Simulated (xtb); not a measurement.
xtb 6.7.1, GFN2-xTB: tert-butylthiol cation (CC(C)(C)S), charge +1, multiplicity 2, 15 atoms. The geometry is a generated start, not checked to be a minimum at this level.

```
Item                      Result
-----------------  -------------
run flags                 --grad
method                  GFN2-xTB
--acc                1 (default)
--etemp (K)        300 (default)
basis functions               36
valence electrons             31
```

```xyz
15

C      0.0460     1.2725    -0.6736
C      0.0739     0.0160     0.1866
C      0.4669    -1.2075    -0.6322
C     -1.2663    -0.2007     0.8770
S      1.3201     0.2498     1.5440
H     -0.7112     1.1726    -1.4496
H     -0.1910     2.1438    -0.0667
H      1.0095     1.4378    -1.1528
H      0.5304    -2.0870     0.0044
H     -0.2789    -1.3905    -1.4042
H      1.4317    -1.0597    -1.1144
H     -1.2213    -1.0689     1.5310
H     -1.5298     0.6674     1.4782
H     -2.0456    -0.3624     0.1350
H      2.3656     0.4168     0.7373
```

Charge 1 and multiplicity 2 are set for this test and not shown to be the ground state. GFN-xTB has no spin term: --uhf 1 sets the occupations alone.

One run each on 1 thread. Values of broydamp tried: 0.02, 0.05, 0.1, 0.2, 0.4 (default), 0.6, 0.8, 1.

Predict the course of the SCC iterations along this series.

Fewest SCC iterations, within one of each other: 0.4 (default) with 11, 0.6 with 11. The count rises to 19 at 0.02. All converge to one solution.

| broydamp | SCC iterations | end |
|---|---|---|
| 0.02 | 19 | same solution |
| 0.05 | 17 | same solution |
| 0.1 | 16 | same solution |
| 0.2 | 13 | same solution |
| 0.4 (default) | 11 | same solution |
| 0.6 | 11 | same solution |
| 0.8 | 14 | same solution |
| 1 | 15 | same solution |
